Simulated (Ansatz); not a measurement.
Consider ZrO2 (space group P4_2/nmc, No. 137; a = 3.621 Å, c = 5.283 Å).

Calculations: PBE (Ansatz, a first-principles code; PAW; 420 eV plane waves; no SOC).

For the base:

| Quantity | Result |
|---|---|
| Gap character | indirect, k = (0.222, 0.222, 0) in the run's primitive reciprocal basis → Γ |
| Lattice parameter a | 3.621 Å |

Perturbation: cell and atoms relaxed at a pressure of 15 GPa.

**Question.** What does the calculation give for the gap character and lattice parameter a after the change?

**Answer.** The gap character goes from indirect, k = (0.222, 0.222, 0) in the run's primitive reciprocal basis → Γ to indirect, A → Γ; the lattice parameter a decreases by 0.070 Å (3.621 Å → 3.551 Å).

Load acts through the strain it causes; cell and atoms are relaxed under it. Whether these cells are dynamically stable was not tested. Competing high-pressure phases were not computed. This is not the structure that ZrO2 has at room temperature and ambient pressure.
